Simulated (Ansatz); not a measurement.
An Ansatz (a quantum-chemistry and plane-wave program) run: CeO2 with a change (isotropic strain −1.96 %); PBE, PAW, 420 eV (Ansatz; no SOC).

Input:

Ansatz 0.2 input:
```yaml
crystal:
  lattice:
    - [0, 2.6785856621, 2.6785856621]
    - [2.6785856621, 0, 2.6785856621]
    - [2.6785856621, 2.6785856621, 0]
  atoms:
    - { symbol: Ce, position: [0, 0, 0] }
    - { symbol: O, position: [0.25, 0.25, 0.25] }
    - { symbol: O, position: [0.75, 0.75, 0.75] }
basis: { ecutwfc: 420, ecutrho_ratio: 4, xc_grid: 2, fft_grid_basis: typed }
kpoints: { mp_grid: { grid: [10, 10, 10] } }
hamiltonian:
  xc: pbe
  dispersion: none
  pseudopotentials: { kind: paw }
scf: { occupations: { method: fermi_dirac, width: 0.05 }, convergence: { dr2_threshold: 0.0000000003 } }
relax: { f_tol: 0.005, max_steps: 50 }
output: { forces: true, stress: true }
checkpoint: { write: state.ck, write_every: 1000 }
```

Output (explanatory and most iteration lines left out):

```
Relaxation: its limit of steps is 50 (relax.max_steps)
Pseudopotential: Ce, paw, valence charge 12
Pseudopotential: O, paw, valence charge 6
Crystal: 3 atoms, lattice volume = 38.437 Å³
Basis set: ecut = 420 eV, 749 PW (Γ), exchange–correlation on 54×54×54 points (8 copies of the dense FFT grid, shifted against one another)
Bands: 22, of which v1, the nominal top of the filled ones, is band 12 counted from 1 (11 counted from 0)
Symmetry: 48 space group operations
Space group: Fm-3m (ITA 225), of the structure as read, at distance tolerance 3.4e-5 Å
k-points: 47 of 1000
Functional: x = pbe(κ = 0.804, μ = 0.2195149727645171), c = pbe(β = 0.06672455060314922)
SCF iter   1: F=—  HF=-7715.741203 eV  |F-HF|=—  |Δ(HF+E_count)|=         —  Δρ=4.42e-3  dr2=4.33e-3  ethr=1.77e-3  ⟨swp⟩=5.9  Hψ=5154  notcnv=0
SCF iter   2: F=—  HF=-7715.744682 eV  |F-HF|=—  |Δ(HF+E_count)|=   3.48e-3  Δρ=6.14e-3  dr2=1.53e-2  ethr=1.80e-5  ⟨swp⟩=2.2  Hψ=2192  notcnv=0  defer=58
SCF 1 converged in 8 iterations: F = -7715.744177 eV  dr2 = 6.35e-11
relax step   1: F+E_penalty+E_count = -7715.74417660 eV  Δ(F+E_penalty+E_count) = +0.000e0 eV  max|allowed force component| = 2.313e-17 eV/Å  Δτ_max = 0.0000 Å  (8 SCF iters, accepted)
SCF converged after 8 iterations
Free energy (F): -7715.744177 eV
Internal energy: -7715.744177 eV  (E = F + TS)
E sigma→0 (E₀):  -7715.744177 eV
Fermi energy:    12.709890 eV
--- Forces (eV/Å), atoms counted from 1 ---
  atom   1  Ce     0.00000000    -0.00000000    -0.00000000
  atom   2  O      0.00000000    -0.00000000    -0.00000000
  atom   3  O     -0.00000000    -0.00000000     0.00000000
--- Stress (GPa, compression-positive) ---
       11.788142      -0.000000       0.000000
       -0.000000      11.788142      -0.000000
        0.000000       0.000000      11.788142
  P = ⅓ Tr σ = 11.7881 GPa (117.881 kbar)
--- Relaxed structure (1 steps of the walk, 1 accepted, 0 SCFs on fresh bases) ---
  atoms:
    - { symbol: Ce, position: [0.0, 0.0, 0.0] }
    - { symbol: O, position: [0.25, 0.25, 0.25] }
    - { symbol: O, position: [0.7500000000000001, 0.7500000000000001, 0.7500000000000001] }
```

No phonon test of stability was made. The final runs are not spin-polarised. The cell was made from CeO$_{2}$ in the fluorite structure (space group Fm-3m, No. 225) by this change: isotropic strain −1.96 %.
